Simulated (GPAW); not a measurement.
GPAW run on NbN (Fm-3m, 2 atoms in the cell): self-consistent single point.

Method: PBE, GPAW PAW datasets PBE (gpaw-data 1.0.1) (plane waves; GPAW 25.7.0).

```
NbN
1.0
    0.00000     2.18839     2.18839
    2.18839     0.00000     2.18839
    2.18839     2.18839     0.00000
Nb N
1 1
Direct
  0.50000   0.50000   0.50000
  0.00000   0.00000   0.00000
```

Reference input (self-consistent single point, DFT PBE, plane waves, GPAW PAW datasets PBE (gpaw-data 1.0.1)): mode = pw; ecut = 900 eV; xc = PBE; kpts = 9 9 9; mesh shift (steps) = 0 0 0; occupations.name = methfessel-paxton; occupations.width = 0.1 eV; occupations.order = 1; nbands = -10; convergence.forces = 0.001 eV/Å; symmetry.symmorphic = false; symmetry.tolerance = 0.0005. This run's input differs from it in these lines:

```diff
@@ -14,4 +14,4 @@
             xc='PBE',
-            kpts=(9, 9, 9),
-            occupations={'name': 'methfessel-paxton', 'width': 0.1, 'order': 1},
+            kpts=(7, 7, 7),
+            occupations={'name': 'methfessel-paxton', 'width': 0.03, 'order': 1},
             nbands=-10,
```

Log, with long lists cut:

```
     iter     time        total  log10-change:
                         energy   eigst   dens  force
iter:   1 --:--:--   -24.283075
iter:   2 --:--:--   -23.263614   -1.59  -0.93
iter:   3 --:--:--   -20.865940   -1.35  -0.99
iter:   4 --:--:--   -21.062415   -2.43  -1.41
iter:   5 --:--:--   -20.927835   -1.66  -1.34
iter:   6 --:--:--   -20.810139   -3.01  -1.68
iter:   7 --:--:--   -20.806750   -4.31  -2.26
iter:   8 --:--:--   -20.792607   -3.46  -2.19
iter:   9 --:--:--   -20.792607   -5.43  -3.20
iter:  10 --:--:--   -20.792608c  -6.01  -3.24
iter:  11 --:--:--   -20.792680c  -5.56  -3.40
iter:  12 --:--:--   -20.792626c  -6.27  -3.54
iter:  13 --:--:--   -20.792617c  -6.54  -3.93
iter:  14 --:--:--   -20.792617c  -8.90c -4.87c
iter:  15 --:--:--   -20.792617c  -9.74c -4.91c -23.39c
Converged after 15 iterations.

Dipole moment: (-0.000000, -0.000000, -0.000000) |e|*Ang

Energy contributions relative to reference atoms: (reference = -105387.869293)

Kinetic:        +12.797450
Potential:      -17.198962
External:        +0.000000
XC:             -16.293039
Entropy (-ST):   -0.000326
Local:           -0.097849
SIC:             +0.000000
--------------------------
Free energy:    -20.792725
Extrapolated:   -20.792617

Showing only first 2 kpts
 Kpt  Band  Eigenvalues  Occupancy
  0     7     11.60484    2.00000
  0     8     12.92893    2.00000
  0     9     12.92893    2.00000
  0    10     12.92893    2.00000

  1     7     10.83334    2.00000
  1     8     12.14467    2.00000
  1     9     14.62376    2.00000
  1    10     14.62376    2.00000

Fermi level: 14.88810

No gap
No difference between direct/indirect transitions
Energy (eV): -20.792617

Forces in eV/Ang:
  0 Nb    0.00000    0.00000   -0.00000
  1 N     0.00000    0.00000    0.00000

Stress tensor:
    -0.045998    -0.000000    -0.000000
    -0.000000    -0.045998     0.000000
    -0.000000     0.000000    -0.045998
Stress (GPa, Voigt): [-7.3696 -7.3696 -7.3696  0.     -0.     -0.    ]
```

The run converged in 15 iterations. GPAW prints stress with tension positive. Against the reference run the free energy drops by 5.0 meV/atom.

At such cutoffs GPAW's stress carries a finite-basis (Pulay) error, which enters relaxed cells too; its log prints stress with tension positive.

The starting cell comes from a database of computed structures (which also holds hypothetical and non-ambient phases and stackings), without a prior relaxation at this level. Its lattice was rescaled by a random factor within 2.5 % of one. Spin polarisation is off.
